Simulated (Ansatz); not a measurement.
## How the lattice parameter a of Rb (model structure, from the diamond type, Fd-3m, No. 227) moves with the method

No measured value is used here.

```json
[
 {"level (code)": "LDA (Ansatz)", "value (Å)": "9.853"},
 {"level (code)": "PBE (Ansatz)", "value (Å)": "10.417"},
 {"level (code)": "PBEsol (Ansatz)", "value (Å)": "10.155"},
 {"level (code)": "PBE-D3(BJ) (Ansatz)", "value (Å)": "10.140"},
 {"level (code)": "r²SCAN (Ansatz)", "value (Å)": "10.401"}
]
```

Cutoffs differ between the levels. Ansatz's density-functional and Hartree–Fock values are scalar-relativistic unless marked +SOC, with PAW data made under PBE.

A model structure was made by putting elements into a prototype or built by hand; it is no filed structure, need not be a known phase, and can be a saddle point held by its symmetry.

Ansatz is a quantum-chemistry and plane-wave program.
